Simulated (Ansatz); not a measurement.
Start from Na3Sb (space group P6_3/mmc, No. 194; a = 5.312 Å, c = 9.453 Å). Axes: x lies along a and z along c of the hexagonal cell.

All numbers come from PBEsol (Ansatz, a first-principles code), no spin-orbit coupling.

Base values:

| Item | Value |
|---|---|
| Pressure | 0.00 GPa |
| Band gap | 0.43 eV |

One thing is altered: uniaxial strain ε_zz = +0.75 %, all other strain components held at zero, atoms relaxed at fixed cell.

Q: What happens to the pressure?

A: The pressure (mean of the normal stresses, compression positive) goes from zero to -0.14 GPa.

Q: What happens to the band gap?

A: The band gap drops by 0.03 eV to 0.40 eV.

With Sb present, leaving out spin-orbit coupling can change the band edges. No phonon test of stability was made.
